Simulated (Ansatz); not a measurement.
## Sb (within 0.1 Å of Pm-3m, No. 221, 4 atoms in the cell; start mp-567409; another form than the element's usual one)

Computed with PBEsol (PAW; Ansatz, a program for electronic structure).

Numerical settings: plane-wave cutoff 520 eV, 12×12×10 k mesh (along the axes of the cell as run), Fermi–Dirac smearing 0.05 eV, scalar-relativistic PAW data made under PBE.

Cell (relaxed at this level):

```cif
data_Sb4
_chemical_formula_sum 'Sb4'
_space_group_name_H-M_alt 'P 1'
_space_group_IT_number 1
_cell_length_a 4.32519
_cell_length_b 4.32578
_cell_length_c 6.13266
_cell_angle_alpha 90.000
_cell_angle_beta 90.027
_cell_angle_gamma 90.000
loop_
_space_group_symop_operation_xyz
  'x, y, z'
loop_
_atom_site_label
_atom_site_type_symbol
_atom_site_fract_x
_atom_site_fract_y
_atom_site_fract_z
_atom_site_occupancy
Sb1 Sb 0.75001 0.75000 0.25000 1
Sb2 Sb 0.24999 0.25000 0.75000 1
Sb3 Sb 0.25001 0.25000 0.25000 1
Sb4 Sb 0.74999 0.75000 0.75000 1
```

```
Item                    Result
---------------  -------------
band gap         zero (no gap)
bulk modulus B0       62.7 GPa
```

Note: the bulk modulus is −V dP/dV from two relaxed cells at ±2 % in volume.

Spin–orbit coupling is not included; it can open a gap where bands touch, and shift volumes and moduli.

It cost very roughly 40 core-minutes of CPU time.

A start named mp-… is a Materials Project structure, which need not be a measured phase.
